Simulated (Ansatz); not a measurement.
## A computed series for Mo: response to strain

Start from Mo in the bcc (W type) structure (space group Im-3m, No. 229; a = 3.151 Å; relaxed with 0.1 eV smearing).

Strains are applied to the cell and any free atomic positions relax.

Level of theory: Ansatz (a quantum-chemistry and plane-wave program) r2SCAN, no SOC.

Notes on the quantities. energy relative to the base: free energy F.

```csv
change,pressure,volume per atom,energy relative to the base
base,0.0 GPa,15.64 Å³,0 meV/atom
isotropic strain +0.50 %,-3.9 GPa,15.88 Å³,+2.9 meV/atom
isotropic strain +1.00 %,-7.6 GPa,16.12 Å³,+12 meV/atom
isotropic strain +1.50 %,-11.1 GPa,16.36 Å³,+26 meV/atom
isotropic strain +2.00 %,-14.3 GPa,16.60 Å³,+45 meV/atom
isotropic strain +2.50 %,[?],16.84 Å³,[?]
isotropic strain +3.00 %,-20.0 GPa,17.09 Å³,+98 meV/atom
```

**Question.** Some entries are withheld; estimate them.

**Answer.** 
- isotropic strain +2.50 %, pressure: -17.2 GPa
- isotropic strain +2.50 %, energy relative to the base: +69 meV/atom

Stability against distortions was not tested. The final runs are not spin-polarised.
